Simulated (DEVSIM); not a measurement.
System: Si n-i-p diode, at 350 K.

Layer 1 from the left is Si, thickness (μm) 0.270, Nd (cm⁻³) 7.8e17, τn (s) 7e-6, τp (s) 7e-6. Layer 2 from the left is Si, thickness (μm) 1.40, Na (cm⁻³) 1.8e11, τn (s) 7e-6, τp (s) 7e-6. Layer 3 from the left is Si, thickness (μm) 2.20, Na (cm⁻³) 7.5e17, τn (s) 7e-6, τp (s) 7e-6.

Left contact: ohmic. Right contact: ohmic. Voltage is applied to the left contact. Recombination: SRH at mid-gap, radiative. Gap narrowing is on: ΔEg = 6.92 meV × (l + √(l² + 0.5)), l = ln(N/1.3e17 cm⁻³), shared equally by both band edges. Mobility is μmin + (μ − μmin)/(1 + (N/Nref)^α).

This is a model device: material constants are rounded textbook-type values typed into the input, and sizes, dopings and lifetimes were drawn at random. Values at 300 K; Nc and Nv go as T^1.5, mobilities as T to minus their exponent, the gap by Varshni's rule with the affinity fixed.

Si: gap (eV) 1.124, affinity (eV) 4.05, permittivity 11.7, Nc (cm⁻³) 2.86e19, Nv (cm⁻³) 3.1e19, μn (cm²/Vs) 1417, μp (cm²/Vs) 470, μn,min 52, μp,min 45, Nref,n 9.7e16, Nref,p 2.2e17, αn 0.68, αp 0.72, T exponent of μn 2.3, T exponent of μp 2.2, B (cm³/s) 4.7e-15, Varshni α (eV/K) 0.000473, Varshni β (K) 636.

Simulated with DEVSIM: 1D drift-diffusion, Boltzmann statistics, complete ionisation; no tunnelling, impact ionisation, image-force lowering or self-heating.

Question: What does the simulation give for the potential step across the device at zero bias, the dark forward voltage at 100 A/cm²?

Answer: potential step across the device at zero bias 0.850 V; dark forward voltage at 100 A/cm² 0.694 V.
